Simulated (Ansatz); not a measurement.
Amorphous Zr3Hf3Nb3Ta3Mo3W3O45, 63 atoms at 6.02 g/cm³, one PBE-relaxed geometry, zone centre. Methods: PBE, scalar-relativistic without spin-orbit coupling (Ansatz, a quantum-chemistry and plane-wave program); r2SCAN, scalar-relativistic without spin-orbit coupling (Ansatz); HSE06, scalar-relativistic without spin-orbit coupling (Ansatz). Plane waves to 420 eV (r2SCAN 500 eV); exact exchange is cut at the cell's faces. At PBE the levels at both edges of the gap are localised (band-tail or defect states). The higher rungs were started with moments on some atoms, which died out.

A CHGNet melt-quench gave the starting glass, which DFT then relaxed. O atoms were pushed apart under 1.9 Å during the dynamics, to hinder bonds among them. The hot cell started wider than the set density and was brought back towards it in steps. It is the lowest in DFT energy of 2 quenches. It is a model cell: composition and starting density were chosen by hand, and all elements were melted together. No dispersion term was used. Its density started from a set value of 6.29 and ended at 6.02 g/cm³. The quench (nominally 240 K/ps over its main leg) was far faster than any real one, so the model tends to hold more defects than a real film. A cell of this size samples the disorder only roughly. The volume was free in the relaxation, at fixed shape. Stress components on the final sampling reach 0.8 GPa.

The relaxation ran on the zone centre alone. At PBE the gap between localised states is 2.74 eV on a 2×2×2 Γ-centred mesh, and the spacing at the zone centre alone 2.79 eV.

Question: What zone-centre spacing does r2SCAN give, roughly?

Answer: 3.09 eV (+0.30 eV against PBE).

Question: What zone-centre spacing does HSE06 give, roughly?

Answer: 4.13 eV (+1.34 eV against PBE).

The highest filled and the lowest empty state spread over these numbers of atoms (participation numbers): PBE: 10.7 and 4.6; r2SCAN: 10.1 and 4.1; HSE06: 11.0 and 4.2.
